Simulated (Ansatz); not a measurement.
A periodic model of amorphous Si$_{24}$O$_{50}$Ti:

```xyz
75
Lattice="10.0005 -0.1934 0.2949 -0.1934 10.3867 -0.2730 0.2949 -0.2730 10.8661" Properties=species:S:1:pos:R:3 pbc="T T T"
Si     4.9119     1.8268     5.3945
Si     3.5610     2.3583     8.0125
Si     0.3952     8.9128     8.0089
Si     1.2366     4.2705     1.4810
Si     2.5405     0.2085     3.9999
Si     0.4897     6.4719     6.1826
Si     0.9291     3.6322     7.5699
Si     9.1416     9.0561     0.4394
Si     0.7342     1.3949     1.8049
Si     2.4417     7.4611     3.9167
Si     5.5332     3.8233     9.6887
Si     3.3249     9.7101     8.2963
Si     6.0453     3.2976     2.9805
Si     5.7231     6.6117     9.2145
Si     8.0703     3.2883     8.4529
Si     6.3311     8.0470     0.9956
Si     4.2437     4.0740     1.6937
Si     8.0067     4.8268     5.7002
Si     8.9694     3.1443     3.4178
Si     1.1722     7.1474     1.1323
Si     7.4577     0.6667     6.8106
Si     5.9309     8.4999     6.9019
Si     3.9556     8.4053    10.7205
Si     0.2906     0.8737     6.1538
O      0.2851    -0.1015     7.4593
O      1.4440     6.9542     2.7256
O      0.0915     0.2134     0.9182
O      4.4767     4.5619     0.1843
O      4.7605     2.5323     9.0938
O      5.8990     8.0152     5.3428
O      6.4143     7.3572     2.4737
O      2.0015     8.7792     8.2250
O      2.0688     0.8264     2.5588
O      5.3816     5.1046     8.7176
O      4.2930     7.2727     9.6006
O      1.0778     2.7339     0.8755
O      4.9636     2.5958     1.9316
O      0.7313     2.4093     6.5002
O      6.0432     0.8665     6.0373
O      3.8732     6.6890     3.9457
O      7.5871     3.1968     2.5309
O      9.7553     7.6901     1.1139
O      7.1044     9.5893     7.2071
O      9.9511     7.3384     7.5819
O      7.1416     3.5377     9.7849
O      8.5765     3.4758     4.9494
O      7.7547     4.3630     7.2521
O      1.1756     5.6025     0.5140
O      1.0534     5.0815     6.8408
O      6.6717     6.7277    10.5670
O      8.7696     0.6600     5.8402
O      2.7495     9.0342     3.6373
O      1.3171     0.3117     5.0504
O      3.1045     0.8057     8.0504
O      7.5650     9.1069     0.8427
O      0.0369     4.4438     2.5749
O      7.7007     1.7851     7.9599
O      2.3176     3.3454     8.3796
O      5.3493     4.8123     2.7217
O      9.1841     5.9455     5.5706
O      6.3678     7.2967     7.9048
O      5.7764     2.8417     4.4860
O      9.5796     8.7666     9.6974
O      4.8955     8.8473     0.9041
O      6.7011     5.4209     4.9455
O      2.7257     4.2641     2.1855
O      2.3102     8.1592     0.5691
O      1.6644     7.1851     5.3180
O      4.4671     9.1024     7.3171
O      4.1213     2.6995     6.5179
O      3.8585     1.0079     4.4940
O      9.6486     1.6771     3.2362
O      9.6419     3.4239     8.8816
O      3.7560     9.7968     9.8824
Ti     5.7058     6.7211     4.0473
```

Method: PBE, scalar-relativistic without spin-orbit coupling (plane waves to 420 eV, PAW; Ansatz, a quantum-chemistry and plane-wave program).

The cell was made by melting and quenching with the CHGNet potential and then relaxed with DFT. O atoms were pushed apart under 1.9 Å during the dynamics, to hinder bonds among them. The hot cell started wider than the set density and was brought back towards it in steps. It is the lowest in DFT energy of 2 quenches. It is a model cell: composition and starting density were chosen by hand, and all elements were melted together. No dispersion term was used. Its density started from a set value of 2.24 and ended at 2.24 g/cm³. Cooling (nominally 400 K/ps over its main leg) ran many orders faster than in experiment, which tends to leave more defects and strain. A cell of this size samples the disorder only roughly. The volume was held where the preparation left it and the shape relaxed, at a PBE pressure of 1.3 GPa. Stress components on the final sampling reach 1.4 GPa.

Bonds are counted up to Si-Si 2.60 Å, Si-O 1.88 Å, Si-Ti 2.78 Å, O-O 1.58 Å, O-Ti 2.49 Å, Ti-Ti 3.12 Å. Two cations that share two anions don't count as bonded, nor two that share one unless they lie closer than Si-Si 2.38 Å, Si-Ti 2.71 Å, Ti-Ti 3.04 Å.

Problem. Give the coordination numbers, mean bond lengths and angles.

Solution. 
The mean coordination of Si by anions is 4.00 (24 with 4) and the mean coordination of O comes out as 2.02 (49 with 2, 1 with 3). The mean coordination of Ti by anions comes out as 5.00 (1 with 5) and the mean Si-O bond is 1.631 Å (spread 0.016 Å, 96 counted). The mean O-Ti bond is 1.947 Å (spread 0.202 Å, 5 counted) and the bond angle at Si is mean 109.4°, spread 4.0°. The bond angle at O comes out as mean 138.5°, spread 15.8° and the bond angle at Ti comes out as mean 106.0°, spread 26.0°.

Problem. Which atoms depart from the most common coordination of their element?

Solution. O59 has 3 (Si17 1.68 Å, Si13 1.69 Å, Ti75 2.35 Å).

Problem. List the pairs of like atoms that count as bonded by the rules above.

Solution. There are none by these rules.

Problem. What Bader charges do the atoms carry, from a run on the zone centre alone?

Solution. Means (range): Si +3.28 e (+3.26 to +3.30), O -1.62 e (-1.66 to -1.38), Ti +2.30 e (+2.30 to +2.30).
| atom | charge (e) |
|---|---|
| Si1 | +3.30 |
| Si2 | +3.29 |
| Si3 | +3.30 |
| Si4 | +3.27 |
| Si5 | +3.30 |
| Si6 | +3.29 |
| Si7 | +3.29 |
| Si8 | +3.30 |
| Si9 | +3.28 |
| Si10 | +3.29 |
| Si11 | +3.28 |
| Si12 | +3.29 |
| Si13 | +3.26 |
| Si14 | +3.28 |
| Si15 | +3.28 |
| Si16 | +3.27 |
| Si17 | +3.26 |
| Si18 | +3.28 |
| Si19 | +3.28 |
| Si20 | +3.29 |
| Si21 | +3.29 |
| Si22 | +3.28 |
| Si23 | +3.28 |
| Si24 | +3.29 |
| O25 | -1.65 |
| O26 | -1.64 |
| O27 | -1.65 |
| O28 | -1.65 |
| O29 | -1.64 |
| O30 | -1.38 |
| O31 | -1.38 |
| O32 | -1.65 |
| O33 | -1.64 |
| O34 | -1.64 |
| O35 | -1.65 |
| O36 | -1.63 |
| O37 | -1.62 |
| O38 | -1.65 |
| O39 | -1.65 |
| O40 | -1.38 |
| O41 | -1.64 |
| O42 | -1.64 |
| O43 | -1.64 |
| O44 | -1.64 |
| O45 | -1.63 |
| O46 | -1.64 |
| O47 | -1.65 |
| O48 | -1.63 |
| O49 | -1.65 |
| O50 | -1.64 |
| O51 | -1.64 |
| O52 | -1.65 |
| O53 | -1.66 |
| O54 | -1.65 |
| O55 | -1.63 |
| O56 | -1.64 |
| O57 | -1.65 |
| O58 | -1.64 |
| O59 | -1.62 |
| O60 | -1.64 |
| O61 | -1.64 |
| O62 | -1.65 |
| O63 | -1.65 |
| O64 | -1.64 |
| O65 | -1.41 |
| O66 | -1.64 |
| O67 | -1.66 |
| O68 | -1.65 |
| O69 | -1.65 |
| O70 | -1.64 |
| O71 | -1.65 |
| O72 | -1.64 |
| O73 | -1.64 |
| O74 | -1.64 |
| Ti75 | +2.30 |
